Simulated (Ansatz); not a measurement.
Start from TiO$_{2}$ in the rutile structure (space group P4_2/mnm, No. 136; a = 4.643 Å, c = 2.964 Å). Axes: x, y, z lie along a, b, c of the conventional cell.

Computed with Ansatz (an electronic-structure program), PBE, PAW, cutoff 420 eV, no spin-orbit coupling.

The change: the cell is scaled by 1.0300 in all directions; the atoms relax in the strained cell.

Question: Predict the stress tensor and what it implies for the stiffness.

Answer: Stress of the strained cell less that of the base (GPa, compression positive):
```
 -13.20    0.00    0.00
   0.00  -13.20    0.00
   0.00    0.00  -19.37
```

Then B = −ΔP/(ΔV/V₀) with ΔV/V₀ = 0.0927 gives secant stiffness values (nonlinear terms included at this strain): B (at held cell shape, above the free-shape value) ≈ 165 GPa.

As a check, the harmonic strain energy −½ V₀ Δσ:ε is 46 meV/atom; the computed energy rise is 51 meV/atom.

Stability against distortions was not tested. All final runs are without spin polarisation.
